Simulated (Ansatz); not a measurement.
**Hypothetical anti-fluorite Tl2Te: element substitutions**

Base system: Tl$_{2}$Te in the anti-fluorite structure (space group Fm-3m, No. 225; a hypothetical phase, not in the database extracts checked).

```cif
data_TeTl2
_chemical_formula_sum 'Te1 Tl2'
_space_group_name_H-M_alt 'P 1'
_space_group_IT_number 1
_cell_length_a 5.61110
_cell_length_b 5.61110
_cell_length_c 5.61110
_cell_angle_alpha 60.000
_cell_angle_beta 60.000
_cell_angle_gamma 60.000
loop_
_space_group_symop_operation_xyz
  'x, y, z'
loop_
_atom_site_label
_atom_site_type_symbol
_atom_site_fract_x
_atom_site_fract_y
_atom_site_fract_z
_atom_site_occupancy
Te1 Te 0.00000 0.00000 0.00000 1
Tl1 Tl 0.25000 0.25000 0.25000 1
Tl2 Tl 0.75000 0.75000 0.75000 1
```

Each row replaces one element on all its sites; cell and atoms are relaxed.

Levels (all Ansatz, a program for electronic structure, PAW): PBE (420 eV, scalar-relativistic without spin-orbit coupling); PBEsol (420 eV, no spin-orbit coupling).

The base cell above is that of PBE; each level relaxes its own structures.

```
case     lattice parameter a, PBE  lattice parameter a, PBEsol
-------  ------------------------  ---------------------------
Te → S                    7.375 Å                          ___
Te → Sn                   7.436 Å                      7.247 Å
Te → O                    6.610 Å                      6.431 Å
Te → Si                   6.993 Å                          ___
```

Problem. What belongs in the blanks?

Solution. 
- Te → S, lattice parameter a, PBEsol: 7.150 Å
- Te → Si, lattice parameter a, PBEsol: 6.834 Å

PBE lies above PBEsol in every row, by 0.159 Å to 0.225 Å. They put the cases in the same order.

Stability against distortions was not tested. As relaxed here, Tl2S, Tl2Sn, Tl2O and Tl2Si are hypothetical phases, not in the database extracts checked. The final runs are not spin-polarised.
